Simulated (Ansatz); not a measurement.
Si (Fd-3m): band-edge transport data

Here is the system:

```
CELL_PARAMETERS angstrom
      0.00000     2.71679     2.71679
      2.71679     0.00000     2.71679
      2.71679     2.71679     0.00000
ATOMIC_POSITIONS crystal
  Si 0.25000 0.25000 0.25000
  Si 0.00000 0.00000 0.00000
```

Method: r2SCAN, rigid bands (plane waves, PAW, scalar-relativistic; Ansatz, a program for electronic structure). Condition of this run: functional r2SCAN on the same cell. Cell: cell and atoms relaxed with PBEsol.

- band gap = 0.76 eV
- electron conductivity mass (300 K, dilute) = 0.28 mₑ
- hole conductivity mass (300 K, dilute) = 0.31 mₑ
- effective density of states N_c (300 K) = 3.0e19 cm⁻³
- effective density of states N_v (300 K) = 3.1e19 cm⁻³
- density-of-states mass, electrons = 1.13 mₑ
- density-of-states mass, holes = 1.16 mₑ
- Seebeck coefficient, n-type 1e19 cm⁻³, 300 K = -308 μV/K
- best n-type power factor at 300 K for τ = 10 fs (best axis; densities from 1e16 to 1e21 cm⁻³ tried, whether or not they can be reached) = 16.7 μW/(cm·K²) at 1e20 cm⁻³
- Seebeck coefficient, p-type 1e19 cm⁻³, 300 K = 313 μV/K
- best p-type power factor at 300 K for τ = 10 fs (best axis; densities from 1e16 to 1e21 cm⁻³ tried, whether or not they can be reached) = 15.9 μW/(cm·K²) at 1e20 cm⁻³

Rigid bands; masses and Seebeck coefficients take one relaxation time τ for all states and one kind of carrier; polarons and phonon drag are left out. Spin-orbit coupling is left out; where it splits the top of the valence band, N_v and the p-type Seebeck coefficient come out somewhat high without it. Geometry: cell and atoms relaxed with PBEsol.
